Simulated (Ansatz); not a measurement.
## ZnSnO3 (R3c): band-edge transport data

Given:

```
SnZnO3
1.0
    2.63907     1.52367     4.67034
   -2.63907     1.52367     4.67034
    0.00000    -3.04733     4.67034
Zn Sn O
2 2 6
Direct
  0.28459   0.28459   0.28459
  0.78459   0.78459   0.78459
  0.00222   0.00222   0.00222
  0.50222   0.50222   0.50222
  0.89486   0.21117   0.60574
  0.60574   0.89486   0.21117
  0.21117   0.60574   0.89486
  0.10574   0.71117   0.39486
  0.71117   0.39486   0.10574
  0.39486   0.10574   0.71117
```

The numbers are results of PBEsol, rigid bands (plane waves, PAW, scalar-relativistic; Ansatz, a program for electronic structure), not measurements. Geometry: cell and atoms relaxed with PBEsol.

The band gap comes out as 1.25 eV, the electron conductivity mass (300 K, dilute) is 0.20 (x), 0.20 (y), 0.196 (z) mₑ and the hole conductivity mass (300 K, dilute) comes out as 2.7 (x), 2.7 (y), 6.1 (z) mₑ. The effective density of states N_c (300 K) comes out as 2.2e18 cm⁻³. The effective density of states N_v (300 K) is 5.2e20 cm⁻³. The density-of-states mass, electrons is 0.195 mₑ. The density-of-states mass, holes is 7.6 mₑ and the Seebeck coefficient, n-type 1e19 cm⁻³, 300 K comes out as -114 μV/K. The best n-type power factor at 300 K for τ = 10 fs (best axis; densities from 1e16 to 1e21 cm⁻³ tried, whether or not they can be reached) is 1.78 μW/(cm·K²) at 1e19 cm⁻³. The Seebeck coefficient, p-type 1e19 cm⁻³, 300 K comes out as 555 μV/K.

Rigid bands; masses and Seebeck coefficients take one relaxation time τ for all states and one kind of carrier; polarons and phonon drag are left out. Spin-orbit coupling is left out; where it splits the top of the valence band, N_v and the p-type Seebeck coefficient come out somewhat high without it.

Computed structure with no diffraction record at hand here (it may be known, metastable or hypothetical): ZnSnO3 (R3c).
